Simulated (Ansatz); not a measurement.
Reference: CsI (Pm-3m), PBEsol, rigid bands (plane waves, PAW, scalar-relativistic; Ansatz, an electronic-structure program); axes and stresses refer to this cell.

```yaml
crystal:
  lattice:
    - [4.50705, 0.00000, 0.00000]
    - [0.00000, 4.50705, 0.00000]
    - [0.00000, 0.00000, 4.50705]
  atoms:
    - { symbol: Cs, position: [0.00000, 0.00000, 0.00000] }
    - { symbol: I, position: [0.50000, 0.50000, 0.50000] }
```

* **Seebeck coefficient, n-type 1e19 cm⁻³**: -150 μV/K
* **electron conductivity mass**: 0.28 mₑ
* **band gap**: 3.85 eV

**Question.** Change: spin-orbit coupling switched on. What happens to Seebeck coefficient, n-type 1e19 cm⁻³, electron conductivity mass, band gap?

**Answer.** Seebeck coefficient, n-type 1e19 cm⁻³ moves little, to -150 μV/K; electron conductivity mass moves little, to 0.28 mₑ; band gap falls to 3.59 eV.

Masses are for dilute carriers at 300 K, harmonic means over directions unless an axis is named. Seebeck coefficients are for the stated density at 300 K, with one relaxation time for all states and whether or not that doping can be reached. Spin-orbit coupling is left out unless a row names it; without it the gap and masses of crystals with these elements can be far off.
